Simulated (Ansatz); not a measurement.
Base system: CdO in the rock salt structure (space group Fm-3m, No. 225).

```yaml
crystal:
  lattice:
    - [0.00000, 2.38379, 2.38379]
    - [2.38379, 0.00000, 2.38379]
    - [2.38379, 2.38379, 0.00000]
  atoms:
    - { symbol: O, position: [0.00000, 0.00000, 0.00000] }
    - { symbol: Cd, position: [0.50000, 0.50000, 0.50000] }
```

Cartesian axes are those of the cell as printed.

Method: Ansatz (a program for electronic structure) PBE, no SOC.

Now apply this change: every lattice vector is stretched by 2.31 %; the atoms relax in the strained cell.

Task: Predict the stress tensor and what it implies for the stiffness.

Result: Stress of the strained cell less that of the base (GPa, compression positive):
```
   -7.3     0.0     0.0
    0.0    -7.3     0.0
    0.0     0.0    -7.3
```

Then B = −ΔP/(ΔV/V₀) with ΔV/V₀ = 0.0709 gives secant stiffness values (nonlinear terms included at this strain): B ≈ 103 GPa.

As a check, the harmonic strain energy −½ V₀ Δσ:ε is 21 meV/atom; the computed energy rise is 23 meV/atom.

The mesh was chosen for an insulator and is coarse for the gapless case. No phonon test of stability was made. The final runs are not spin-polarised.
